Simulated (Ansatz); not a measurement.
Ansatz (a quantum-chemistry and plane-wave program) run on Hg3H4S2O11 (P1, 40 atoms in the cell): self-consistent single point.

Method: PBEsol, default PAW files made with PBE (plane waves; Ansatz).

```xyz
40
Lattice="3.6312 -4.5572 0.0000 3.6312 4.5572 0.0000 -2.3106 0.0000 14.6320" Properties=species:S:1:pos:R:3 pbc="T T T"
Hg     1.8089     2.2872    -0.0198
Hg     0.6501    -2.2998     7.3253
Hg     1.5071    -0.5927     2.2217
Hg     3.4584     0.6081    12.4300
Hg     4.6101    -0.5771     5.0982
Hg     0.3441     0.6102     9.5178
H      3.9302    -2.8588     2.1961
H      0.9672     2.8546    12.4478
H      2.1399    -2.8340     5.1556
H      2.7904     2.8462     9.4771
H      2.4574     2.4338     3.1051
H      2.4379    -2.4365    11.4943
H      3.6016     2.4023     4.2055
H      1.3540    -2.4121    10.4323
S      4.9536     0.8299     1.5514
S     -0.0014    -0.8528    13.0551
S      1.1597     0.8483     5.7954
S      3.8460    -0.8822     8.8461
O      1.3051     1.4981     2.0381
O      3.6539    -1.5094    12.6057
O      4.8606     1.4987     5.3087
O      0.1579    -1.4818     9.3292
O      2.1278    -2.6430     2.3760
O      2.8589     2.6360    12.2651
O      3.9749    -2.6202     4.9670
O      0.9583     2.6617     9.6565
O      4.1391     0.0399     2.4761
O      0.8346    -0.0585    12.1428
O      1.9726     0.0557     4.8273
O      2.9983    -0.0626     9.8121
O      6.0281    -0.0154     0.8927
O     -1.0625    -0.0164    13.7331
O      0.0759     0.0034     6.4412
O      4.8554    -0.0088     8.2048
O      4.1526     1.5448     0.4944
O      0.8028    -1.5235    14.1496
O      1.9409     1.5450     6.8285
O      2.9799    -1.5472     7.7906
O      3.0454     3.0861     3.6629
O      1.8837    -3.0573    10.9867
```

Reference input (self-consistent single point, DFT, PBEsol, plane waves, default PAW files made with PBE): basis.ecutwfc = 420 eV; kpoints.mp_grid.grid = 3 3 2; hamiltonian.xc = pbesol; hamiltonian.pseudopotentials = {kind: paw} (the program's default PAW files); scf.occupations.method = gaussian; scf.occupations.width = 0.05 eV. This run's input differs from it in these lines:

Ansatz 0.2 input:
```diff
@@ -47,3 +47,3 @@
 basis:
-  ecutwfc: 420.0
+  ecutwfc: 840.0
 kpoints:
```

Output, abridged:

```
SCF iter   1: F=—  HF=-97996.051573 eV  |F-HF|=—  |Δ(HF+E_count)|=         —  Δρ=1.17e-2  dr2=5.40e-1  ethr=1.77e-3  ⟨swp⟩=6.1  Hψ=8109  notcnv=0  defer=12
all-band conjugate gradients solve this SCF's bands in a leaner and slower form, since memory is short
preconditioner: auto → Resta (q_TF=auto, 2.496 Å⁻¹)
SCF iter   2: F=—  HF=-97995.903824 eV  |F-HF|=—  |Δ(HF+E_count)|=   1.48e-1  Δρ=2.94e-3  dr2=3.45e-2  ethr=1.90e-4  ⟨swp⟩=2.9  Hψ=3221  notcnv=0  defer=340
   [... lines left out ...]
SCF iter   7: F=—  HF=-97995.904343 eV  |F-HF|=—  |Δ(HF+E_count)|=   7.39e-4  Δρ=4.58e-5  dr2=9.14e-6  ethr=1.76e-8  ⟨swp⟩=2.0  Hψ=2580  notcnv=0  defer=340
SCF iter   8: F=—  HF=-97995.904346 eV  |F-HF|=—  |Δ(HF+E_count)|=   2.59e-6  Δρ=1.15e-5  dr2=6.96e-7  ethr=3.22e-9  ⟨swp⟩=2.0  Hψ=2580  notcnv=0  defer=340
SCF iter   9: F=—  HF=-97995.904347 eV  |F-HF|=—  |Δ(HF+E_count)|=   7.37e-7  Δρ=8.96e-6  dr2=3.27e-7  ethr=2.45e-10  ⟨swp⟩=2.7  Hψ=2631  notcnv=0  defer=340
SCF iter  10: F=-97995.904347 eV  HF=-97995.904347 eV  |F-HF|=1.71e-8  |Δ(HF+E_count)|=  6.11e-10  Δρ=2.39e-6  dr2=2.54e-8  ethr=3.52e-11  ⟨swp⟩=9.9  Hψ=9262  notcnv=0
SCF 1 converged in 10 iterations: F = -97995.904347 eV  dr2 = 2.54e-8
Free energy (F): -97995.904347 eV
Internal energy: -97995.904347 eV  (E = F + TS)
E sigma→0 (E₀):  -97995.904347 eV
Fermi energy:    5.926945 eV
--- Forces (eV/Å), atoms counted from 1 ---
  atom   1  Hg    -0.08609082    -0.16478379     0.28845340
  atom   2  Hg     0.15757164     0.12826626    -0.13986548
  atom   3  Hg    -0.07303970    -0.06198868    -0.08837519
  atom   4  Hg     0.12410004    -0.49273673     0.00911977
  atom   5  Hg     0.08418898    -0.21353394     0.03394613
   [... 31 lines left out ...]
  atom  37  O      0.34734767     0.04424572    -0.06204427
  atom  38  O      1.09776598     0.46293120     1.37063840
  atom  39  O     -0.05282231    -2.32906708    -0.01733206
  atom  40  O     -0.48719591     0.19096393    -0.71676109
--- Stress (GPa, compression-positive) ---
       -4.167653       0.664472      -0.270668
        0.664472      -6.407389      -0.642336
       -0.270669      -0.642336      -4.386932
  P = ⅓ Tr σ = -4.9873 GPa (-49.873 kbar)
  The stress holds the Pulay correction. Without it, at fixed plane waves, as pw.x and ABINIT print it: P = -5.0037 GPa
```

The run converged in 10 iterations. Against the reference run the free energy falls by 5.3 meV/atom, the pressure moves little (-4.98 to -4.99 GPa), the largest force stays at 4.249 eV/Å and the gap on the mesh moves little (1.545 to 1.546 eV).

The starting cell comes from a database of computed structures (which also holds hypothetical and non-ambient phases and stackings), without a prior relaxation at this level. Its atoms were displaced at random from the sites of space group no. 15. Spin-orbit coupling is off. Forces in this geometry exceed 1 eV/Å. Ansatz's pressure includes its estimate of the finite-basis (Pulay) stress.

Cost on one core of a shared machine: roughly 5 min.
